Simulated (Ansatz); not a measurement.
An Ansatz (an electronic-structure program) input (PBEsol/PAW in Ansatz, spin-orbit coupling left out):

Ansatz 0.2 input:
```yaml
crystal:
  lattice:
    - [0, 4.5522898608, 4.5522898608]
    - [4.5522898608, 0, 4.5522898608]
    - [4.5522898608, 4.5522898608, 0]
  atoms:
    - { symbol: N, position: [0.0008840335, -0.0050622813, 0.0049826229] }
    - { symbol: N, position: [0.0021631042, 0.0054918425, 0.5004620488] }
    - { symbol: N, position: [0.001220252, 0.5007489423, -0.0030758506] }
    - { symbol: N, position: [-0.0014497727, 0.499992768, 0.4975439433] }
    - { symbol: N, position: [0.4919369525, 0.0032256372, -0.003098778] }
    - { symbol: N, position: [0.5023706955, -0.0021373859, 0.4972379129] }
    - { symbol: N, position: [0.5053618228, 0.4943213953, 0.0041712369] }
    - { symbol: N, position: [0.4972097672, 0.4974511293, 0.5030745462] }
    - { symbol: Zr, position: [0.2450434987, 0.2486714766, 0.2521493819] }
    - { symbol: Zr, position: [0.2502564593, 0.2489304298, 0.7543239196] }
    - { symbol: Zr, position: [0.2565125179, 0.7464873774, 0.2524845459] }
    - { symbol: Zr, position: [0.2552073297, 0.7486556203, 0.750282338] }
    - { symbol: Zr, position: [0.7438793538, 0.2514162598, 0.2551013822] }
    - { symbol: Zr, position: [0.7491020929, 0.2500503113, 0.7513327076] }
    - { symbol: Zr, position: [0.7524572868, 0.7534127375, 0.2552563753] }
    - { symbol: Zr, position: [0.7479968948, 0.7588139484, 0.7485043873] }
    - { symbol: N, position: [0.0882156657, 0.0804720106, 0.1671299025] }
basis: { ecutwfc: 420, ecutrho_ratio: 4, xc_grid: 2, fft_grid_basis: typed }
kpoints: { mp_grid: { grid: [7, 7, 7] } }
hamiltonian:
  xc: pbesol
  dispersion: none
  pseudopotentials: { kind: paw }
scf: { occupations: { method: fermi_dirac, width: 0.05 }, convergence: { dr2_threshold: 0.0000000017 } }
relax: { f_tol: 0.02, max_steps: 45 }
output: { forces: true, stress: true }
checkpoint: { write: state.ck, write_every: 1000 }
```

Task: Which symmetry and how many k-points will the program report, and about how many plane waves at Γ?

Result: Space group P1 (ITA 1) with 1 operations, k-points 172 of 343, and 3695 plane waves at Γ.

Task: And the final pressure?

Result: 16.03 GPa (compression positive).

In so small a cell the defect repeats every few ångströms: this is an ordered compound, not a dilute defect. The final runs are not spin-polarised. The cell was made from ZrN in the rock salt structure (space group Fm-3m, No. 225) by this change: N interstitial (started 1.78 Å from the nearest host atom). The defect cell is not spin-polarised.
